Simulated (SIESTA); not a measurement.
Input and output of a self-consistent single point for Zn₂SeS (P1, 4 atoms in the cell) (SIESTA).

Computed with SIESTA with GGA PBEsol with spin-orbit coupling, numerical atomic orbitals TZP, PseudoDojo PBEsol fully relativistic norm-conserving potentials (rewritten from UPF to PSML).

```yaml
crystal:
  lattice:
    - [3.90929, 0.00000, 0.00000]
    - [0.00000, 3.90929, 0.00000]
    - [0.00000, 0.00000, 5.52212]
  atoms:
    - { symbol: Zn, position: [0.51062, 0.98869, 0.75631] }
    - { symbol: Zn, position: [0.99391, 0.50904, 0.23499] }
    - { symbol: Se, position: [0.00009, 0.99796, 0.50170] }
    - { symbol: S, position: [0.49538, 0.50431, 0.00701] }
```

Reference input (self-consistent single point, DFT, GGA PBEsol, numerical atomic orbitals TZP, PseudoDojo PBEsol standard norm-conserving potentials (rewritten from UPF to PSML)): XC.functional = GGA; XC.authors = PBEsol; potentials = PseudoDojo PBEsol standard; PAO.BasisSize = TZP; PAO.EnergyShift = 0.01 Ry; MeshCutoff = 400 Ry; kgrid.MonkhorstPack = 5 5 4; OccupationFunction = FD; ElectronicTemperature = 10 K; MaxSCFIterations = 150; SCF.Mixer.Method = Pulay; SCF.Mixer.Weight = 0.25. This run's input differs from it in these lines:

```diff
@@ -1,2 +1,2 @@
-# files in the folder: Zn.psml Se.psml S.psml (PseudoDojo PBEsol standard)
+# files in the folder: Zn.psml Se.psml S.psml (PseudoDojo PBEsol fully relativistic)
 SystemName  Zn2SeS
@@ -37,2 +37,9 @@
 ElectronicTemperature        10 K
+Spin                         spin-orbit
+%block DM.InitSpin
+  1 0.00 0.00 0.00
+  2 0.00 0.00 0.00
+  3 0.00 0.00 0.00
+  4 0.00 0.00 0.00
+%endblock DM.InitSpin
```

Output (repeated stretches shortened):

```
        iscf     Eharris(eV)        E_KS(eV)     FreeEng(eV)     dDmax    Ef(eV) dHmax(eV)
   scf:    1   -14851.249362   -14922.060578   -14922.060578  0.614210  0.080770 35.533388
     spin moment: {S} , |S| = {    0.00000    0.00000    0.00000 }     0.00000
   scf:    2   -14978.584569   -14958.967460   -14958.967460  0.352963 -1.320471  6.799567
     spin moment: {S} , |S| = {   -0.00000   -0.00000   -0.00000 }     0.00000
   scf:    3   -14960.445791   -14959.838184   -14959.838184  0.071676 -2.489650  2.207826
     spin moment: {S} , |S| = {   -0.00000   -0.00000   -0.00000 }     0.00000
   [... lines left out ...]
     spin moment: {S} , |S| = {   -0.00000   -0.00000   -0.00000 }     0.00000
   scf:    8   -14959.924941   -14959.924954   -14959.924954  0.000328 -3.249667  0.005910
     spin moment: {S} , |S| = {   -0.00000    0.00000   -0.00000 }     0.00000
   scf:    9   -14959.924957   -14959.924954   -14959.924954  0.000114 -3.250864  0.000845
     spin moment: {S} , |S| = {    0.00000    0.00000   -0.00000 }     0.00000
   scf:   10   -14959.924955   -14959.924954   -14959.924954  0.000026 -3.251331  0.000790
     spin moment: {S} , |S| = {   -0.00000   -0.00000    0.00000 }     0.00000
SCF Convergence by DM+H criterion
max |DM_out - DM_in|         :     0.0000263269
max |H_out - H_in|      (eV) :     0.0007901033
SCF cycle converged after 10 iterations

Using DM_out to compute the final energy and forces

siesta: E_KS(eV) =           -14959.9250

siesta: E_KS - E_eggbox =    -14959.9250

siesta: Atomic forces (eV/Ang):
     1   -0.368684    0.282727    0.581232
     2    0.030769   -0.274219    0.043873
     3    0.317577    0.324106   -0.178346
     4    0.020072   -0.331186   -0.446906
   Tot   -0.000265    0.001427   -0.000147
   Max    0.581232
   Res    0.313486    sqrt( Sum f_i^2 / 3N )
   Max    0.581232    constrained

Stress tensor Voigt[x,y,z,yz,xz,xy] (kbar):       11.57       36.00       21.85        0.04        5.91       -0.43
(Free)E + p*V (eV/cell)   -14961.1439
   [... lines left out ...]
siesta: FreeEng =    -14959.924954
   [... lines left out ...]
siesta:     0.007223   -0.000271    0.003689
siesta:    -0.000271    0.022470    0.000024
siesta:     0.003689    0.000024    0.013640

siesta: Cell volume =         84.392066 Ang**3

siesta: Pressure (static):
siesta:                Solid            Molecule  Units
siesta:          -0.00015732         -0.00015993  Ry/Bohr**3
siesta:          -0.01444416         -0.01468407  eV/Ang**3
siesta:         -23.14210122        -23.52646613  kBar
```

The run converged in 10 iterations. Against the reference run the pressure hardly changes (-2.32 to -2.31 GPa), the largest force hardly changes (0.752 to 0.744 eV/Å) and the gap on the mesh goes from 1.706 to 1.647 eV. The full log also holds: “initDM: WARNING: atom 1 has a closed-shell and cannot be polarized”. The full log also holds: “initDM: WARNING: atom 2 has a closed-shell and cannot be polarized”.

The starting cell comes from a database of computed structures (which also holds hypothetical and non-ambient phases and stackings), without a prior relaxation at this level. Its atoms were displaced at random from the sites of space group no. 115. Values carry the incompleteness of an atom-centred basis.

Cost on one core of a shared machine: roughly 2 min.
